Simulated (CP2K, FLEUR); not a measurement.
A CP2K input for a self-consistent single point of PbO₂ (P4_2/mnm, 6 atoms in the cell) (DFT PBE, GPW, DZVP-MOLOPT-SR-GTH basis, GTH-PBE potentials (GTH_POTENTIALS)):

```
&GLOBAL
  PROJECT bulk
  RUN_TYPE ENERGY_FORCE
  PRINT_LEVEL LOW
&END GLOBAL
&FORCE_EVAL
  METHOD Quickstep
  STRESS_TENSOR ANALYTICAL
  &DFT
    BASIS_SET_FILE_NAME BASIS_MOLOPT
    POTENTIAL_FILE_NAME GTH_POTENTIALS
    &QS
      METHOD GPW
      EPS_DEFAULT 1E-11
    &END QS
    &MGRID
      CUTOFF 450
      REL_CUTOFF 60
      NGRIDS 5
    &END MGRID
    &SCF
      SCF_GUESS ATOMIC
      EPS_SCF 1E-7
      MAX_SCF 100
      ADDED_MOS 6
      &DIAGONALIZATION
        ALGORITHM STANDARD
      &END DIAGONALIZATION
      &MIXING
        METHOD BROYDEN_MIXING
        ALPHA 0.2
        NBUFFER 12
      &END MIXING
      &SMEAR ON
        METHOD GAUSSIAN
        SIGMA [eV] 0.1
      &END SMEAR
    &END SCF
    &KPOINTS
      SCHEME MONKHORST-PACK 6 6 9
      GAMMA_CENTERED T
    &END KPOINTS
    &XC
      &XC_FUNCTIONAL PBE
      &END XC_FUNCTIONAL
    &END XC
    &PRINT
      &MO
        EIGENVALUES T
        OCCUPATION_NUMBERS T
        NDIGITS 8
        FILENAME mo
        &EACH
          QS_SCF 0
        &END EACH
        ADD_LAST NUMERIC
      &END MO
      &MULLIKEN OFF
      &END MULLIKEN
    &END PRINT
  &END DFT
  &SUBSYS
    &CELL
      A 4.94850700 0.00000000 0.00000000
      B 0.00000000 4.94850700 0.00000000
      C 0.00000000 0.00000000 3.37729600
      PERIODIC XYZ
    &END CELL
    &COORD
      SCALED
      Pb       0.00000000     0.00000000     0.00000000
      Pb       0.50000000     0.50000000     0.50000000
      O        0.30743000     0.30743000     0.00000000
      O        0.69257000     0.69257000     0.00000000
      O        0.19257000     0.80743000     0.50000000
      O        0.80743000     0.19257000     0.50000000
    &END COORD
    &KIND Pb
      BASIS_SET DZVP-MOLOPT-SR-GTH
      POTENTIAL GTH-PBE-q4
    &END KIND
    &KIND O
      BASIS_SET DZVP-MOLOPT-SR-GTH
      POTENTIAL GTH-PBE-q6
    &END KIND
  &END SUBSYS
  &PRINT
    &FORCES ON
    &END FORCES
    &STRESS_TENSOR ON
    &END STRESS_TENSOR
  &END PRINT
&END FORCE_EVAL
```

Task: Write the same calculation as an input for FLEUR.

Result: This is the input that was run; spellings and numerical settings could be chosen otherwise.

Input of the input generator:

```
PbO2
&input film=f /
9.3513229558 0.0000000000 0.0000000000
0.0000000000 9.3513229558 0.0000000000
0.0000000000 0.0000000000 6.3821644818
1.0
1.0 1.0 1.0

6
82 -0.0000000000 -0.0000000000 -0.0000000000
82 0.5000000000 0.5000000000 0.5000000000
8 0.3074300000 0.3074300000 -0.0000000000
8 0.6925700000 0.6925700000 0.0000000000
8 0.1925700000 0.8074300000 0.5000000000
8 0.8074300000 0.1925700000 0.5000000000

&comp jspins=1 /
&kpt div1=6 div2=6 div3=9 gamma=t /
&end /
```

```xml
<?xml version="1.0" encoding="UTF-8" standalone="no"?>
<fleurInput fleurInputVersion="0.39">
   <comment>
      PbO2                                                                                                
   </comment>
   <calculationSetup>
      <cutoffs Kmax="4.4" Gmax="17.6" GmaxXC="17.6" numbands="0"/>
      <scfLoop itmax="100" minDistance="0.00001" maxIterBroyd="40" imix="Anderson" alpha="0.05" precondParam="0.0" spinf="2.0"/>
      <coreElectrons ctail="T" frcor="F" kcrel="0" coretail_lmax="0"/>
      <xcFunctional name="pbe" relativisticCorrections="F"/>
      <magnetism jspins="1"/>
      <soc l_soc="F" theta="0.0" phi="0.0" spav="F"/>
      <expertModes spex="0" secvar="F"/>
      <geometryOptimization l_f="T" forcealpha="1.0" forcemix="BFGS" epsdisp="0.00001" epsforce="0.00001"/>
      <ldaU l_linMix="F" mixParam="0.05" spinf="1.0"/>
   </calculationSetup>
   <cell>
      <bzIntegration valenceElectrons="52.0" mode="gauss" fermiSmearingEnergy="0.00367493">
         <kPointListSelection listName="default-1"/>
         <!-- k-points included here -->
         <xi:include xmlns:xi="http://www.w3.org/2001/XInclude" href="kpts.xml"> </xi:include>
      </bzIntegration>
      <!-- symmetry operations included here -->
      <xi:include xmlns:xi="http://www.w3.org/2001/XInclude" href="sym.xml"> </xi:include>
      <bulkLattice scale="1.0">
         <bravaisMatrix>
            <row-1>    9.3513229558000006     0.0000000000000000     0.0000000000000000</row-1>
            <row-2>    0.0000000000000000     9.3513229558000006     0.0000000000000000</row-2>
            <row-3>    0.0000000000000000     0.0000000000000000     6.3821644818000003</row-3>
         </bravaisMatrix>
      </bulkLattice>
   </cell>
   <atomSpecies>
      <species name="Lead (Pb)" element="Pb" atomicNumber="82">
         <mtSphere radius="2.42" gridPoints="837" logIncrement="0.016"/>
         <atomicCutoffs lmax="10" lnonsphr="8"/>
         <electronConfig flipSpins="F">
            <coreConfig>(1s1/2) (2s1/2) (2p1/2) (2p3/2) (3s1/2) (3p1/2) (3p3/2) (4s1/2) (3d3/2) (3d5/2) (4p1/2) (4p3/2) (5s1/2) (4d3/2) (4d5/2) (4f5/2) (4f7/2) (5p1/2) (5p3/2)</coreConfig>
            <valenceConfig>(6s1/2) (5d3/2) (5d5/2) (6p1/2) (6p3/2)</valenceConfig>
            <stateOccupation state="(6p1/2)" spinUp="0.3333333333333" spinDown="0.3333333333333"/>
            <stateOccupation state="(6p3/2)" spinUp="0.6666666666667" spinDown="0.6666666666667"/>
         </electronConfig>
         <energyParameters s="6" p="6" d="6" f="5"/>
         <lo type="SCLO" l="2" n="5" eDeriv="0"/>
      </species>
      <species name="Oxygen (O)" element="O" atomicNumber="8">
         <mtSphere radius="1.37" gridPoints="473" logIncrement="0.022"/>
         <atomicCutoffs lmax="6" lnonsphr="4"/>
         <electronConfig flipSpins="F">
            <coreConfig>(1s1/2)</coreConfig>
            <valenceConfig>(2s1/2) (2p1/2) (2p3/2)</valenceConfig>
            <stateOccupation state="(2p1/2)" spinUp="0.6666666666667" spinDown="0.6666666666667"/>
            <stateOccupation state="(2p3/2)" spinUp="1.3333333333333" spinDown="1.3333333333333"/>
         </electronConfig>
         <energyParameters s="2" p="2" d="3" f="4"/>
      </species>
   </atomSpecies>
   <atomGroups>
      <atomGroup species="Lead (Pb)">
         <relPos label="                   1">.0000000000 .0000000000 .0000000000</relPos>
         <relPos label="                   2">1.000/2.000 1.000/2.000 1.000/2.000</relPos>
         <force calculate="T" relaxXYZ="TTT"/>
      </atomGroup>
      <atomGroup species="Oxygen (O)">
         <relPos label="                   3">.3074300000 .3074300000 .0000000000</relPos>
         <relPos label="                   4">-.3074300000 -.3074300000 .0000000000</relPos>
         <relPos label="                   5">.1925700000 -.1925700000 1.000/2.000</relPos>
         <relPos label="                   6">-.1925700000 .1925700000 1.000/2.000</relPos>
         <force calculate="T" relaxXYZ="TTT"/>
      </atomGroup>
   </atomGroups>
   <output dos="F" band="F" slice="F">
      <checks vchk="F" cdinf="F"/>
      <bandDOS minEnergy="-.5*Htr" maxEnergy="0.5*Htr" sigma="0.015" storeEVData="T"/>
      <vacuumDOS vacdos="F" integ="F" star="F" nstars="0" locx1="0.0" locy1="0.0" locx2="0.0" locy2="0.0" nstm="0" tworkf="0.0"/>
      <unfoldingBand unfoldBand="F" supercellX="1" supercellY="1" supercellZ="1"/>
      <plotting iplot="0" polar="F">
         <plot TwoD="T" vec1="  1.0  0.0  0.0" vec2="  0.0  1.0  0.0" vec3="  0.0  0.0  1.0" zero="  0.0  0.0  0.0" file="plot"/>
      </plotting>
      <chargeDensitySlicing numkpt="0" minEigenval="0.0" maxEigenval="0.0" nnne="0" pallst="F"/>
      <specialOutput eonly="F"/>
      <magneticCircularDichroism mcd="F" energyLo="-10.0" energyUp="0.0"/>
   </output>
  <!-- We include the file relax.xml here to enable relaxations (see documentation) -->
  <xi:include xmlns:xi="http://www.w3.org/2001/XInclude" href="relax.xml"> <xi:fallback/> </xi:include>
</fleurInput>
```

Basis, cutoffs, solver keys and any potentials are the target program's own. This input uses DFT, PBE, all-electron FLAPW (FLEUR), scalar-relativistic valence.

The starting cell comes from a database of computed structures (which also holds hypothetical and non-ambient phases and stackings), without a prior relaxation at this level. Its lattice was rescaled by a random factor within 2.5 % of one.
